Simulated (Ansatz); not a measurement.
Start from Mg₂Si (space group Fm-3m, No. 225; a = 6.326 Å).

One thing is altered: an isotropic linear strain of −0.34 %; the atoms relax in the strained cell.

Levels (all Ansatz, a first-principles code, PAW): PBEsol (420 eV, spin-orbit coupling left out); HSE06 (420 eV, no spin-orbit coupling).

The geometry is relaxed with PBEsol.

| Item | Result |
|---|---|
| PBEsol band gap | 0.10 eV |

Question: What does HSE06 give at this geometry for the band gap?

Answer: The band gap goes up by 0.441 eV, from 0.10 eV to 0.55 eV.

Single points use the geometry relaxed with PBEsol. The hybrid gap comes from the SCF mesh plus the semilocal run's edge points and a few special points and is an upper bound. Stability against distortions was not tested. A zero or small gap of Mg2Si can be the functional's error rather than a property of the material.
